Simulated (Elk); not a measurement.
Band structure of TaW (Cmmm, 2 atoms in the cell).

```
CELL_PARAMETERS angstrom
      1.61413    -2.30702     0.00000
      1.61413     2.30702     0.00000
      0.00000     0.00000     4.52140
ATOMIC_POSITIONS crystal
  Ta 0.00000 0.00000 0.00000
  W  0.50000 0.50000 0.50000
```

Computed with Elk with LDA (PW92), all-electron FP-LAPW, Elk's shipped species files, APW+lo basis with extra local orbitals.

Settings: xctype = 3; rgkmax = 7.5; stype = 3; swidth = 0.00367493 Ha; ngridk = 7 7 4; gmaxvr = 16 1/bohr; nxlo = 2; lorbcnd = true; rmtscf = 0.88; lmaxi = 2; nempty = 2.5 per atom.

The starting cell comes from a database of computed structures (which also holds hypothetical and non-ambient phases and stackings), without a prior relaxation at this level. Spin-orbit coupling is off. Spin polarisation is off. Values depend on the basis (sphere radii, cutoffs, local orbitals), which need not be converged.

Levels in eV from the Fermi level, bands 24 to 31:
```json
[
 {"point": "Γ", "24": "-5.02", "25": "-2.33", "26": "-0.22", "27": "-0.04", "28": "0.27", "29": "1.75", "30": "2.66", "31": "2.89"},
 {"point": "X", "24": "-3.73", "25": "-3.50", "26": "-2.37", "27": "-0.24", "28": "2.91", "29": "3.11", "30": "3.80", "31": "4.49"},
 {"point": "S", "24": "-3.42", "25": "-2.20", "26": "-1.70", "27": "-1.27", "28": "-0.86", "29": "2.20", "30": "3.43", "31": "3.56"},
 {"point": "R", "24": "-4.97", "25": "-2.51", "26": "-2.10", "27": "1.39", "28": "1.79", "29": "2.85", "30": "3.06", "31": "4.28"},
 {"point": "A", "24": "-2.44", "25": "-2.27", "26": "-2.24", "27": "-2.17", "28": "-1.85", "29": "3.58", "30": "3.60", "31": "4.27"},
 {"point": "Z", "24": "-5.85", "25": "-1.66", "26": "-0.93", "27": "-0.70", "28": "-0.21", "29": "1.94", "30": "2.00", "31": "2.76"},
 {"point": "Y", "24": "-4.55", "25": "-4.53", "26": "-2.36", "27": "1.40", "28": "3.35", "29": "4.44", "30": "5.53", "31": "6.30"},
 {"point": "X1", "24": "-3.73", "25": "-3.50", "26": "-2.37", "27": "-0.24", "28": "2.91", "29": "3.11", "30": "3.80", "31": "4.49"},
 {"point": "A1", "24": "-2.44", "25": "-2.27", "26": "-2.24", "27": "-2.17", "28": "-1.85", "29": "3.58", "30": "3.60", "31": "4.27"},
 {"point": "T", "24": "-3.29", "25": "-2.69", "26": "-2.31", "27": "0.08", "28": "0.72", "29": "1.00", "30": "1.74", "31": "5.63"}
]
```

Bands cross the Fermi level along this path, so the cell is metallic at this level.
